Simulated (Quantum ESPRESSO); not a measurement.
# Quick settings and what they miss: ZrH₂ (Fm-3m, 3 atoms in the cell)

Self-consistent single point.

```
ZrH2
1.0
    0.00000     2.38778     2.38778
    2.38778     0.00000     2.38778
    2.38778     2.38778     0.00000
Zr H
1 2
Direct
  0.00000   0.00000   0.00000
  0.75000   0.75000   0.75000
  0.25000   0.25000   0.25000
```

Level of theory: LDA (PZ), GBRV 1.5 ultrasoft (LDA) pseudopotentials (plane waves; Quantum ESPRESSO).

Base settings: ecutwfc = 40 Ry; ecutrho = 320 Ry; occupations = smearing; smearing = marzari-vanderbilt; degauss = 0.0036749 Ry; potentials = {Zr: zr_lda_v1.uspp.F.UPF, H: h_lda_v1.4.uspp.F.UPF}; K_POINTS = automatic 12 12 12 0 0 0; conv_thr = 1e-11 Ry.

Tight run (finer mesh or higher cutoff; not a proven limit): ecutwfc: 40 Ry → 56 Ry; ecutrho: 320 Ry → 448 Ry; conv_thr: 1e-11 Ry → 7.3e-11 Ry; K_POINTS: automatic 12 12 12 0 0 0 → automatic 17 17 17 0 0 0. It gave Fermi level (on the code's own zero) 12.95 eV; pressure -3.64 GPa.

Quick runs, as changes from the base:
- A: the base itself
- B: smearing: marzari-vanderbilt → methfessel-paxton; degauss: 0.0036749 Ry → 0.0147 Ry; conv_thr: 1e-11 Ry → 7.3e-05 Ry; K_POINTS: automatic 12 12 12 0 0 0 → automatic 4 4 4 1 1 1
- C: ecutwfc: 40 Ry → 38 Ry; ecutrho: 320 Ry → 304 Ry; smearing: marzari-vanderbilt → fermi-dirac; degauss: 0.0036749 Ry → 0.0099958 Ry; pseudopotentials: {Zr: zr_lda_v1.uspp.F.UPF, H: h_lda_v1.4.uspp.F.UPF} → {Zr: Zr_pbe_v1.uspp.F.UPF, H: H.pbe-rrkjus_psl.1.0.0.UPF}; K_POINTS: automatic 12 12 12 0 0 0 → automatic 8 8 8 0 0 0; input_dft: default → pbesol [PBEsol]
- D: ecutwfc: 40 Ry → 38 Ry; ecutrho: 320 Ry → 304 Ry; pseudopotentials: {Zr: zr_lda_v1.uspp.F.UPF, H: h_lda_v1.4.uspp.F.UPF} → {Zr: Zr_pbe_v1.uspp.F.UPF, H: H.pbe-rrkjus_psl.1.0.0.UPF}; K_POINTS: automatic 12 12 12 0 0 0 → automatic 4 4 4 0 0 0; input_dft: default → pbesol [PBEsol]
- E: ecutwfc: 40 Ry → 32 Ry; ecutrho: 320 Ry → 256 Ry; conv_thr: 1e-11 Ry → 7.3e-06 Ry; K_POINTS: automatic 12 12 12 0 0 0 → automatic 2 2 2 1 1 1
- F: ecutwfc: 40 Ry → 24 Ry; ecutrho: 320 Ry → 192 Ry; K_POINTS: automatic 12 12 12 0 0 0 → automatic 1 1 1 0 0 0

Energies are extrapolated to zero smearing width, which holds to low order in the width alone (under cold and Methfessel-Paxton smearing the free energy itself is taken).

Dashes: pressure of B, E, not trusted under this conv_thr with d or f elements; energy of C, D, another energy zero.

† marks runs with another functional, U, potentials or spin treatment: their distance from the tight run is not a convergence error alone.

The count of work is k-points × plane waves × bands × iterations; it is no time. 

The starting cell comes from a database of computed structures (which also holds hypothetical and non-ambient phases and stackings), without a prior relaxation at this level. Its lattice was rescaled by a random factor within 2.5 % of one. In the base run, with a pressure of about -4 GPa the cell is away from its equilibrium volume at this level.

```
run  energy less tight (meV/atom)  pressure less tight (GPa)  count of work / tight
---  ----------------------------  -------------------------  ---------------------
A                             0.0                       0.00                   0.27
B                            -1.5                          –                  0.014
C†                              –                       2.46                  0.099
D†                              –                       2.25                  0.031
E                           -41.2                          –                 0.0026
F                          2099.7                      48.54                  0.010
```

Among the runs at the tight run's level, the energy misses run from 0.0 to 2099.7 meV/atom.
